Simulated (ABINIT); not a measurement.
Input and output of a self-consistent single point for NaLiZnS₂ (P3m1, 5 atoms in the cell) (ABINIT).

Method: PBEsol, PAW (JTH v2.0 PBE PAW, files made for PBE) (plane waves; ABINIT).

```xyz
5
Lattice="3.9821 0.0000 0.0000 -1.9910 3.4486 0.0000 0.0000 0.0000 6.8239" Properties=species:S:1:pos:R:3 pbc="T T T"
Na     0.0000     0.0000     0.1785
Li     0.0000     2.2990     2.4337
Zn     1.9910     1.1495     4.1737
S      0.0000     2.2990     5.0074
S      1.9910     1.1495     1.8543
```

Reference input (self-consistent single point, DFT, PBEsol, plane waves, PAW (JTH v2.0 PBE PAW, files made for PBE)): pseudos = [Na.GGA_PBE-JTH.xml, Li.GGA_PBE-JTH.xml, Zn.GGA_PBE-JTH.xml, S.GGA_PBE-JTH.xml]; ecut = 816 eV; pawecutdg = 1633 eV; pawxcdev = 0; ixc = -116133; occopt = 1; ngkpt = 10 10 5; nshiftk = 1; shiftk = 0 0 0; potentials = JTH v2.0 PBE PAW; nband = 20; kptopt = 1. This run's input differs from it in these lines:

```diff
@@ -25,3 +25,3 @@
 kptopt 1
-ngkpt 10 10 5
+ngkpt 5 5 3
 nshiftk 1
```

Output, abridged:

```
--- !BeginCycle
solver: {iscf: 17, nstep: 50, nline: 4, wfoptalg: 10, }
tolerances: {toldfe: 1.00E-09, }
...

     iter   Etot(hartree)      deltaE(h)  residm     nres2
 ETOT  1  -138.10693334918    -1.381E+02 9.123E+00 2.487E+01
 ETOT  2  -140.68256280298    -2.576E+00 2.184E-01 3.770E+01
 ETOT  3  -140.60255460540     8.001E-02 1.022E-01 1.178E+01
 ETOT  4  -140.56182907226     4.073E-02 2.850E-02 3.133E+00
 ETOT  5  -140.56014013760     1.689E-03 2.020E-02 5.115E-01
   [... 7 lines left out ...]
 ETOT 13  -140.55945881561     2.341E-06 1.026E-04 8.415E-05
 ETOT 14  -140.55945849012     3.255E-07 6.128E-05 2.956E-05
 ETOT 15  -140.55945848955     5.659E-10 4.627E-05 4.236E-06
 ETOT 16  -140.55945848988    -3.331E-10 1.291E-05 1.012E-06
 At SCF step   16, etot is converged :
  for the second time, diff in etot=  3.331E-10 < toldfe=  1.000E-09

 Cartesian components of stress tensor (hartree/bohr^3)
  sigma(1 1)=  7.63908819E-05  sigma(3 2)=  0.00000000E+00
  sigma(2 2)=  7.63908818E-05  sigma(3 1)=  0.00000000E+00
  sigma(3 3)=  6.57170061E-05  sigma(2 1)=  1.46993258E-13

 ----iterations are completed or convergence reached----

 reduced coordinates (array xred) for    5 atoms
       0.000000000000      0.000000000000      0.026160000000
       0.333333333333      0.666666666667      0.356650000000
       0.666666666667      0.333333333333      0.611630000000
       0.333333333333      0.666666666667      0.733810000000
       0.666666666667      0.333333333333      0.271740000000
 cartesian forces (eV/Angstrom) at end:
   [... lines left out ...]
 Fermi (or HOMO) energy (hartree) =   0.09943   Average Vxc (hartree)=  -0.32915
 Fermi (or HOMO) energy (eV) =   2.70568   Average Vxc (eV)=  -8.95662
   [... lines left out ...]
local_psp           : -1.22407771101857E+02
total_energy        : -1.40559812797505E+02
total_energy_eV     : -3.82482702132264E+03
...

-Cartesian components of stress tensor (GPa)         [Pressure= -2.1428E+00 GPa]
- sigma(1 1)=  2.24749696E+00  sigma(3 2)=  0.00000000E+00
- sigma(2 2)=  2.24749696E+00  sigma(3 1)=  0.00000000E+00
- sigma(3 3)=  1.93346075E+00  sigma(2 1)=  4.32469024E-09

 Calculation completed.
```

The run converged in 16 iterations. Against the reference run the free energy goes up by 1.5 meV/atom, the pressure moves little (-2.17 to -2.14 GPa), the largest force moves little (0.157 to 0.156 eV/Å) and the gap on the mesh stays at 1.682 eV.

The starting cell comes from a database of computed structures (which also holds hypothetical and non-ambient phases and stackings), without a prior relaxation at this level. The potentials were made for another functional than the one used.

Cost on one core of a shared machine: roughly 40 s.
